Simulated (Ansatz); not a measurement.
Fermi-surface data of Rh (I4/mmm)

Given:

```xyz
1
Lattice="0.0000 1.8912 1.8844 1.8912 0.0000 1.8844 1.8912 1.8912 0.0000" Properties=species:S:1:pos:R:3 pbc="T T T"
Rh     0.0000     0.0000     0.0000
```

Level of theory: PBEsol, rigid bands (plane waves, PAW, scalar-relativistic; Ansatz, a first-principles code). Condition of this run: uniaxial stress zz = 1 GPa (compression positive) (the target of the relaxation). Geometry: cell and atoms relaxed with PBEsol, then loaded as said.

```
Property                                                         Result
------------------------------------  ---------------------------------
density of states at the Fermi level  1.23 states/(eV·cell), both spins
bare Sommerfeld coefficient                    2.9 mJ/(mol of atoms·K²)
Drude plasma energy                                             10.2 eV
root-mean-square Fermi velocity                               6.6e5 m/s
resistivity times τ                                    4.7 ×10⁻²² Ω·m·s
resistivity times mean free path                        3.2 ×10⁻¹⁶ Ω·m²
```

A metal at this level (no band gap); rigid bands, thermally averaged at 300 K, both spins. Spin-orbit coupling is left out. τ is one relaxation time for all states; the product of resistivity and mean free path takes one path for all states instead.
